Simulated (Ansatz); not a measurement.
For GaP (model structure, started from the WC type, P-6m2, No. 187, 2 atoms in the cell), LDA in Ansatz (plane waves, PAW) gives:

lattice parameter a: 3.501 Å
c axis length: 3.129 Å
bulk modulus: 82.1 GPa
cohesive energy: 3.84 eV/atom

**Question.** What does r²SCAN (PAW; Ansatz, an electronic-structure program) give for the same quantities?

**Answer.** 
- lattice constant a: 3.602 Å (increases by 2.9 %)
- lattice parameter c: 3.108 Å (decreases by 0.7 %)
- bulk modulus: 81.9 GPa (hardly moves)
- cohesive energy: 2.97 eV/atom (falls by 0.87 eV/atom)

Changes are worked out from the printed values.

Unless a cell is named, each level is at its own relaxed cell (LDA 16.61, r²SCAN 17.46 Å³/atom).

Caveats: the bulk modulus is −V dP/dV from two relaxed cells at ±2 % in volume (LDA, r²SCAN). Ansatz's density-functional and Hartree–Fock values are scalar-relativistic unless marked +SOC, with PAW data made under PBE.

A model structure was made by putting elements into a prototype or built by hand; it is no filed structure, need not be a known phase, and can be a saddle point held by its symmetry.
